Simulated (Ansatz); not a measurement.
Take TiC in the rock salt structure (space group Fm-3m, No. 225; a = 4.333 Å) as the base.

(Cell as relaxed with PBE.)

Levels (all Ansatz, a first-principles code, PAW, earlier PAW set): PBE (420 eV, without spin-orbit coupling); r2SCAN (500 eV, no SOC).

Each level relaxes its own structure.

```
base                      PBE    r2SCAN
-------------------  --------  --------
volume per atom      10.17 Å³  10.14 Å³
lattice parameter a   4.333 Å   4.329 Å
band gap                 zero      zero
```

Now apply this change: every C is replaced by Sn; the structure is relaxed again.

```tsv
quantity	PBE	r2SCAN
band gap	zero	zero
volume per atom	21.97 Å³	21.77 Å³
```

PBE's volume per atom lies 0.20 Å³ above r2SCAN's (0.9 %); the two agree on the band gap. Neither level is exact; r2SCAN is the comparison here, not a measurement.

Stability against distortions was not tested. As relaxed here, TiSn is a hypothetical phase, not in the database extracts checked. The final runs are not spin-polarised.
